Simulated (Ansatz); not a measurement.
Structures of equal composition on the (0001) surface of wurtzite GaN (Ga plane on top): 2x2 Al adatom at H3; 2x2 Al adatom at T4. The slabs share one bottom face, and each structure is named by its start. These are constructed structures in small cells; real faces may alloy, dewet or reconstruct in larger ones, and not all known structures of the face are among them. Slabs of about 14 Å with all that they carry, Fermi-Dirac smearing of 0.025 eV. Bottom of the slabs: H caps. Relaxed from the named starts with such symmetry as they have, on meshes of like density; energies extrapolated to zero smearing; no spin-orbit coupling, no U. Spin-polarised runs, if any, are marked in brackets, and their order is one that fits the cell; the others ran without spin. Where a second, spin-polarised start was run, the lower counts.

Host crystal: wurtzite GaN, with a band gap (PBE, scalar-relativistic without spin-orbit coupling).

Level of theory: r2SCAN, at the PBE geometry (plane waves to 500 eV, PAW; Ansatz, a program for electronic structure).

Order them by energy per 1x1 cell (lowest first) at the level r2SCAN, at the PBE geometry.

2x2 Al adatom at T4 (0.000 eV, gap 0.77 eV on the mesh), 2x2 Al adatom at H3 (0.090 eV, gap 0.69 eV on the mesh)
